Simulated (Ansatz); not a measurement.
**A computed series for ZrN: response to strain**

Take ZrN in the rock salt structure (space group Fm-3m, No. 225; a = 4.553 Å; relaxed with 0.1 eV smearing) as the base. Axes: x, y, z lie along the cube axes.

Strains are applied to the cell and any free atomic positions relax; under biaxial strain the out-of-plane vector relaxes too.

Level of theory: PBEsol (Ansatz, a first-principles code, PAW, no spin-orbit coupling), earlier PAW set.

Notes on the quantities. energy relative to the base: free energy F; pressure: mean of the normal stresses, compression positive.

```json
[
 {"variant": "base", "volume per atom": "11.80 Å³", "energy relative to the base": "0 meV/atom", "pressure": "0.0 GPa"},
 {"variant": "biaxial strain −0.82 %, plane normal [001], relaxed out of plane", "volume per atom": "?", "energy relative to the base": "?", "pressure": "?"},
 {"variant": "biaxial strain −1.13 %, plane normal [110], relaxed out of plane", "volume per atom": "11.63 Å³", "energy relative to the base": "+5.0 meV/atom", "pressure": "4.1 GPa"},
 {"variant": "biaxial strain +1.21 %, plane normal [111], relaxed out of plane", "volume per atom": "11.96 Å³", "energy relative to the base": "+4.9 meV/atom", "pressure": "-3.6 GPa"},
 {"variant": "isotropic strain −1.10 %", "volume per atom": "11.41 Å³", "energy relative to the base": "?", "pressure": "9.6 GPa"},
 {"variant": "uniaxial strain ε_xx = −5.89 %", "volume per atom": "11.10 Å³", "energy relative to the base": "+94 meV/atom", "pressure": "21.2 GPa"}
]
```

Task: What belongs in the blanks?

Result: 
- biaxial strain −0.82 %, plane normal [001], relaxed out of plane, volume per atom: 11.64 Å³
- biaxial strain −0.82 %, plane normal [001], relaxed out of plane, energy relative to the base: +3.3 meV/atom
- biaxial strain −0.82 %, plane normal [001], relaxed out of plane, pressure: 3.8 GPa
- isotropic strain −1.10 %, energy relative to the base: +11 meV/atom

No phonon test of stability was made. All final runs are without spin polarisation. An odd electron count without spin: ZrN.
